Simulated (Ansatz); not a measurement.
Functionals compared on H on the 1x1 (111) surface of fcc Rh, one in a 2x2 cell, started at the site 'bridge Rh-Rh (span 2.7 Å)', in Ansatz (plane waves, PAW). The structure was relaxed with PBE; the other rows are single points on it, each with its references at the same level. Cutoff 420 eV (500 eV for r2SCAN).

Slab: 17 atoms, 6.5 Å thick at the start under the adsorbate (thin: gaps and levels are the slab's own); k 6x6x1, smearing 0.1 eV, dipole-corrected; 8 atoms held, the rest relaxed; held to the start's symmetry, so lower structures may exist; no spin, no spin-orbit, no U, no dispersion correction. At the end it is bonded to 3 Rh. In PBE it is, or lies within 0.03 eV of, the lowest of the starts that converged. These notes are the PBE run's. Adsorption energies are against ½ H2(g). A negative adsorption energy means that the adsorbate is more stable on the surface than in its reference.

```csv
functional,adsorption energy (eV),work function of the top face (eV),change of the work function (eV),rough cost of the single point
PBE,-0.55,5.20,0.05,–
RPBE,?,?,?,about 100 core-seconds (a rough figure)
r2SCAN,-0.61,5.22,0.08,around 2.9 core-minutes (rough)
```

**Question.** Some entries are withheld; supply them.

**Answer.** 
- RPBE, adsorption energy (eV): -0.38
- RPBE, work function of the top face (eV): 5.03
- RPBE, change of the work function (eV): 0.07

Ansatz is a first-principles code.
